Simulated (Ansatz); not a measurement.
The reference is MgSe in the rock salt structure (space group Fm-3m, No. 225; a = 5.391 Å). Axes: x, y, z lie along the cube axes.

Computed with DFT with LDA, PAW potentials and a 420 eV plane-wave cutoff in Ansatz (a quantum-chemistry and plane-wave program), scalar-relativistic without spin-orbit coupling.

Strains are applied to the cell and any free atomic positions relax; under biaxial strain the out-of-plane vector relaxes too.

One change was made to it. Results:

The pressure (mean of the normal stresses, compression positive) goes from zero to 3.71 GPa; the smallest direct gap rises by 0.18 eV (2.60 eV → 2.78 eV); the electron mass goes from 0.49 mₑ along k, 0.23 mₑ across (at X) to 0.47 mₑ along k, 0.24 mₑ across (at X).

Question: Which change produced these results?
A. biaxial strain −2.50 %, plane normal [001], relaxed out of plane
B. biaxial strain −3.00 %, plane normal [001], relaxed out of plane
C. biaxial strain +2.50 %, plane normal [001], relaxed out of plane
D. biaxial strain −1.50 %, plane normal [001], relaxed out of plane

Answer: B, biaxial strain −3.00 %, plane normal [001], relaxed out of plane. For comparison, the pressure in the other runs: biaxial strain +2.50 %, plane normal [001], relaxed out of plane gives -2.17 GPa; biaxial strain −2.50 %, plane normal [001], relaxed out of plane gives 2.99 GPa; biaxial strain −1.50 %, plane normal [001], relaxed out of plane gives 1.68 GPa.

Masses are band curvatures over ±0.01 Å⁻¹ around the edge. Along k means along the line from Γ to the band edge. Stability against distortions was not tested.
